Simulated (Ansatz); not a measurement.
Given:

```xyz
8
Lattice="3.1657 0.0000 0.0000 -1.5829 2.7416 0.0000 0.0000 0.0000 11.1424" Properties=species:S:1:pos:R:3 pbc="T T T"
Ti     0.0000     1.8277     4.4600
Ti     1.5829     0.9139     6.6824
Ti     1.5829     0.9139    10.0312
Ti     0.0000     1.8277     1.1112
C      0.0000     0.0000     5.5712
C      0.0000     0.0000     0.0000
S      1.5829     0.9139     2.7856
S      0.0000     1.8277     8.3568
```

Method: PBEsol, DFPT electron-phonon coupling, linearised Boltzmann equation (plane waves, PAW, scalar-relativistic; Ansatz, a program for electronic structure). Geometry: relaxed with this functional, without spin-orbit coupling.

Q: Predict the intrinsic resistivity at 300 K.

A: 14.8 (x), 14.8 (y), 16.7 (z) μΩ·cm.

Q: How long is the mean free path there?

A: 20 (x), 20 (y), 21 (z) nm, weighted by the current that each state carries. Wires not much wider than this gain resistivity from their walls.

A metal at this level (no band gap). Only scattering by harmonic phonons is included (no impurities, grain boundaries, electron-electron scattering or thermal expansion). Spin-orbit coupling is left out. Halving the electron mesh (32x32x8) moves the resistivity by up to 7 % at 300 K, the mean free path by up to 8 %. Smearing 0.20 eV; phonons on a 5x5x2 q mesh, which this run doesn't test.

Formula and space group known from diffraction (Crystallography Open Database), not checked to be the room-temperature form: Ti2CS (P6_3/mmc).
